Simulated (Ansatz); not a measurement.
Effect of biaxial strain +1.78 %, plane normal [001], relaxed out of plane on SnS2

Base system: SnS₂ in the CdI2 type structure (space group P-3m1, No. 164; a = 3.669 Å, c = 5.806 Å; layered, stacked along the Cartesian z axis). Axes: x lies along a and z along c of the hexagonal cell.

Perturbation: biaxial strain +1.78 %, plane normal [001], relaxed out of plane (Cartesian); in-plane vectors clamped, the third vector and the atoms free.

Calculations: Ansatz (a program for electronic structure), PBE-D3(BJ), PAW, cutoff 420 eV, without spin-orbit coupling. Γ-centred 10×10×6 mesh, Fermi–Dirac width 0.05 eV.

- Volume per atom = 22.97 Å³ (base 22.57 Å³)
- Space group = P-3m1 (No. 164) (base P-3m1 (No. 164))
- Pressure (mean of the normal stresses, compression positive) = -16.0 kbar (base 0.0 kbar)
- Band gap = 1.05 eV (base 1.27 eV)
- Gap character = indirect, Γ → k = (0, 0.400, -1/3) in the run's primitive reciprocal basis (base indirect, K–Γ (87 % along) → k = (0, 0.400, 1/3) in the run's primitive reciprocal basis)
- Smallest direct gap = 1.24 eV (base 1.70 eV)
- Width of the top valence band = 1.69 eV (base 1.58 eV)
- Valence-band top at Γ (three highest levels, from the VBM) = 0.00, -0.82, -0.82 eV
- Out-of-plane strain = -1.73 %
- Ratio −ε⊥/ε∥ = 0.97
- Mean in-plane stress (compression positive) = -2.4 GPa

No phonon test of stability was made.
